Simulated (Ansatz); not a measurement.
# Ti in the hcp (Mg type) structure (space group P6_3/mmc, No. 194)

```cif
data_Ti2
_chemical_formula_sum 'Ti2'
_space_group_name_H-M_alt 'P63/mmc'
_space_group_IT_number 194
_space_group_name_Hall '-P 6c 2c'
_cell_length_a 2.90040
_cell_length_b 2.90040
_cell_length_c 4.59020
_cell_angle_alpha 90.000
_cell_angle_beta 90.000
_cell_angle_gamma 120.000
loop_
_atom_site_label
_atom_site_type_symbol
_atom_site_symmetry_multiplicity
_atom_site_Wyckoff_symbol
_atom_site_fract_x
_atom_site_fract_y
_atom_site_fract_z
_atom_site_occupancy
Ti1 Ti 2 d 0.66667 0.33333 0.25000 1
```

Calculations: PBEsol, PAW, 420 eV (Ansatz, a first-principles code; scalar-relativistic without spin-orbit coupling), earlier PAW set. Settings: 18×18×10 k-points, 0.05 eV Fermi–Dirac smearing.

```json
{
  "volume_per_atom": "16.72 Å³",
  "density": "4.75 g/cm³",
  "band_gap": "zero",
  "total_energy": "-2473.900 eV/atom (σ→0; compares only within this code and set-up)"
}
```

No phonon test of stability was made. The final runs are not spin-polarised.
